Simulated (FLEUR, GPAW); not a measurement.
A GPAW input for a self-consistent single point of ScZnPd (Cmcm, 6 atoms in the cell) (DFT LDA (Perdew-Wang 92), plane waves, GPAW PAW datasets LDA (gpaw-data 1.0.1)):

```python
from ase import Atoms
from ase.units import GPa
from gpaw import GPAW

atoms = Atoms(['Sc', 'Sc', 'Zn', 'Zn', 'Pd', 'Pd'],
              cell=[[2.146525, -4.558855, 0.000000],
                    [2.146525, 4.558855, 0.000000],
                    [0.000000, 0.000000, 5.251380]],
              scaled_positions=[[0.706830, 0.293170, 0.750000],
                                [0.293170, 0.706830, 0.250000],
                                [0.000000, 0.000000, 0.000000],
                                [0.000000, 0.000000, 0.500000],
                                [0.403540, 0.596460, 0.750000],
                                [0.596460, 0.403540, 0.250000]],
              pbc=True)

calc = GPAW(mode={'name': 'pw', 'ecut': 800},
            xc='LDA',
            kpts={'size': (5, 5, 4), 'gamma': True},
            occupations={'name': 'methfessel-paxton', 'width': 0.05, 'order': 0},
            nbands=-12,
            convergence={'density': 1e-05, 'energy': 1e-05},
            symmetry={'symmorphic': False, 'tolerance': 0.0005},
            maxiter=120)

atoms.calc = calc

energy = atoms.get_potential_energy()
print('Energy (eV):', round(energy, 6))
forces = atoms.get_forces()
print('Forces (eV/Ang):')
print(forces.round(5))
stress = atoms.get_stress()
print('Stress (GPa, Voigt):', (stress / GPa).round(4))
```

Problem. Translate this input to FLEUR.

Solution. This is the input that was run; spellings and numerical settings could be chosen otherwise.

Input of the input generator:

```
ScZnPd
&input film=f /
0.4259889857 -0.9047283482 0.0000000000
0.4259889857 0.9047283482 0.0000000000
0.0000000000 0.0000000000 1.0421635154
9.5221813366
1.0 1.0 1.0

6
21 0.7068300000 0.2931700000 0.7500000000
21 0.2931700000 0.7068300000 0.2500000000
30 0.0000000000 0.0000000000 -0.0000000000
30 0.0000000000 0.0000000000 0.5000000000
46 0.4035400000 0.5964600000 0.7500000000
46 0.5964600000 0.4035400000 0.2500000000

&comp jspins=1 /
&exco xctyp='pz' /
&kpt div1=5 div2=5 div3=4 gamma=t /
&end /
```

```xml
<?xml version="1.0" encoding="UTF-8" standalone="no"?>
<fleurInput fleurInputVersion="0.39">
   <comment>
      ScZnPd                                                                                              
   </comment>
   <calculationSetup>
      <cutoffs Kmax="4.3" Gmax="15.0" GmaxXC="15.0" numbands="0"/>
      <scfLoop itmax="80" minDistance="0.00001" maxIterBroyd="25" imix="Anderson" alpha="0.05" precondParam="0.0" spinf="2.0"/>
      <coreElectrons ctail="T" frcor="F" kcrel="0" coretail_lmax="0"/>
      <xcFunctional name="pz" relativisticCorrections="F"/>
      <magnetism jspins="1"/>
      <soc l_soc="F" theta="0.0" phi="0.0" spav="F"/>
      <expertModes spex="0" secvar="F"/>
      <geometryOptimization l_f="T" forcealpha="1.0" forcemix="BFGS" epsdisp="0.00001" epsforce="0.00001"/>
      <ldaU l_linMix="F" mixParam="0.05" spinf="1.0"/>
   </calculationSetup>
   <cell>
      <bzIntegration valenceElectrons="78.0" mode="gauss" fermiSmearingEnergy="0.00183747">
         <kPointListSelection listName="default-1"/>
         <!-- k-points included here -->
         <xi:include xmlns:xi="http://www.w3.org/2001/XInclude" href="kpts.xml"> </xi:include>
      </bzIntegration>
      <!-- symmetry operations included here -->
      <xi:include xmlns:xi="http://www.w3.org/2001/XInclude" href="sym.xml"> </xi:include>
      <bulkLattice scale="1.0">
         <bravaisMatrix>
            <row-1>    4.0563443692297039    -8.6149873919229858     0.0000000000000000</row-1>
            <row-2>    4.0563443692297039     8.6149873919229858     0.0000000000000000</row-2>
            <row-3>    0.0000000000000000     0.0000000000000000     9.9236699760273250</row-3>
         </bravaisMatrix>
      </bulkLattice>
   </cell>
   <atomSpecies>
      <species name="Scandium (Sc)" element="Sc" atomicNumber="21">
         <mtSphere radius="2.49" gridPoints="859" logIncrement="0.014"/>
         <atomicCutoffs lmax="10" lnonsphr="8"/>
         <electronConfig flipSpins="F">
            <coreConfig>(1s1/2) (2s1/2) (2p1/2) (2p3/2)</coreConfig>
            <valenceConfig>(3s1/2) (3p1/2) (3p3/2) (4s1/2) (3d3/2) (3d5/2)</valenceConfig>
            <stateOccupation state="(3d3/2)" spinUp="0.2" spinDown="0.2"/>
            <stateOccupation state="(3d5/2)" spinUp="0.3" spinDown="0.3"/>
         </electronConfig>
         <energyParameters s="4" p="4" d="3" f="4"/>
         <lo type="SCLO" l="0" n="3" eDeriv="0"/>
         <lo type="SCLO" l="1" n="3" eDeriv="0"/>
      </species>
      <species name="Zinc (Zn)" element="Zn" atomicNumber="30">
         <mtSphere radius="2.32" gridPoints="801" logIncrement="0.015"/>
         <atomicCutoffs lmax="10" lnonsphr="8"/>
         <electronConfig flipSpins="F">
            <coreConfig>(1s1/2) (2s1/2) (2p1/2) (2p3/2) (3s1/2) (3p1/2) (3p3/2)</coreConfig>
            <valenceConfig>(4s1/2) (3d3/2) (3d5/2)</valenceConfig>
         </electronConfig>
         <energyParameters s="4" p="4" d="3" f="4"/>
         <lo type="HELO" l="2" n="4" eDeriv="0"/>
      </species>
      <species name="Palladium (Pd)" element="Pd" atomicNumber="46">
         <mtSphere radius="2.39" gridPoints="823" logIncrement="0.016"/>
         <atomicCutoffs lmax="10" lnonsphr="8"/>
         <electronConfig flipSpins="F">
            <coreConfig>(1s1/2) (2s1/2) (2p1/2) (2p3/2) (3s1/2) (3p1/2) (3p3/2) (4s1/2) (3d3/2) (3d5/2)</coreConfig>
            <valenceConfig>(4p1/2) (4p3/2) (5s1/2) (4d3/2) (4d5/2)</valenceConfig>
            <stateOccupation state="(5s1/2)" spinUp="0.5" spinDown="0.5"/>
            <stateOccupation state="(4d3/2)" spinUp="1.8" spinDown="1.8"/>
            <stateOccupation state="(4d5/2)" spinUp="2.7" spinDown="2.7"/>
         </electronConfig>
         <energyParameters s="5" p="5" d="4" f="4"/>
         <lo type="SCLO" l="1" n="4" eDeriv="0"/>
      </species>
   </atomSpecies>
   <atomGroups>
      <atomGroup species="Scandium (Sc)">
         <relPos label="                   1">-.2931700000 .2931700000 -1.000/4.000</relPos>
         <relPos label="                   2">.2931700000 -.2931700000 1.000/4.000</relPos>
         <force calculate="T" relaxXYZ="TTT"/>
      </atomGroup>
      <atomGroup species="Zinc (Zn)">
         <relPos label="                   3">.0000000000 .0000000000 .0000000000</relPos>
         <relPos label="                   4">.0000000000 .0000000000 1.000/2.000</relPos>
         <force calculate="T" relaxXYZ="TTT"/>
      </atomGroup>
      <atomGroup species="Palladium (Pd)">
         <relPos label="                   5">.4035400000 -.4035400000 -1.000/4.000</relPos>
         <relPos label="                   6">-.4035400000 .4035400000 1.000/4.000</relPos>
         <force calculate="T" relaxXYZ="TTT"/>
      </atomGroup>
   </atomGroups>
   <output dos="F" band="F" slice="F">
      <checks vchk="F" cdinf="F"/>
      <bandDOS minEnergy="-.5*Htr" maxEnergy="0.5*Htr" sigma="0.015" storeEVData="T"/>
      <vacuumDOS vacdos="F" integ="F" star="F" nstars="0" locx1="0.0" locy1="0.0" locx2="0.0" locy2="0.0" nstm="0" tworkf="0.0"/>
      <unfoldingBand unfoldBand="F" supercellX="1" supercellY="1" supercellZ="1"/>
      <plotting iplot="0" polar="F">
         <plot TwoD="T" vec1="  1.0  0.0  0.0" vec2="  0.0  1.0  0.0" vec3="  0.0  0.0  1.0" zero="  0.0  0.0  0.0" file="plot"/>
      </plotting>
      <chargeDensitySlicing numkpt="0" minEigenval="0.0" maxEigenval="0.0" nnne="0" pallst="F"/>
      <specialOutput eonly="F"/>
      <magneticCircularDichroism mcd="F" energyLo="-10.0" energyUp="0.0"/>
   </output>
  <!-- We include the file relax.xml here to enable relaxations (see documentation) -->
  <xi:include xmlns:xi="http://www.w3.org/2001/XInclude" href="relax.xml"> <xi:fallback/> </xi:include>
</fleurInput>
```

Basis, cutoffs, solver keys and any potentials are the target program's own. This input uses DFT, LDA (Perdew-Zunger), all-electron FLAPW (FLEUR), scalar-relativistic valence. LDA parametrisations can differ slightly between programs.

The starting cell comes from a database of computed structures (which also holds hypothetical and non-ambient phases and stackings), without a prior relaxation at this level.
